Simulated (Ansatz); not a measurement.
Defect: interstitial H in monoclinic HfO2, charge state +1. Computed with PBE, PAW (plane waves to 420 eV; Ansatz, a quantum-chemistry and plane-wave program).

96-site cell at the relaxed PBE lattice, the Γ point alone, smearing 0.01 eV, spin-restricted, no finite-size correction. No zero-point or tunnelling terms. Spin-orbit coupling is left out. The charge state is imposed; whether it is stable for some Fermi level was not computed. Sites that were not tried may lie lower.

Barriers: single points on a 2×2×2 k-point mesh shifted by half a step at the bands' geometries.

The step: a direct jump of one H atom; the atom moves 2.07 Å along (-0.20, 0.17, -0.33) of the unit cell; the moving atom starts with neighbours O at 0.99, O at 1.91 Å and ends with O at 0.98, O at 2.13 Å.

### Question
Predict the migration barrier of this step from PBE, PAW.

### Answer
0.36 eV forward and 0.32 eV backward. At the saddle the moving atom has neighbours Hf at 2.13; O at 1.18, O at 1.28 Å. The check of the saddle point's order was inconclusive.
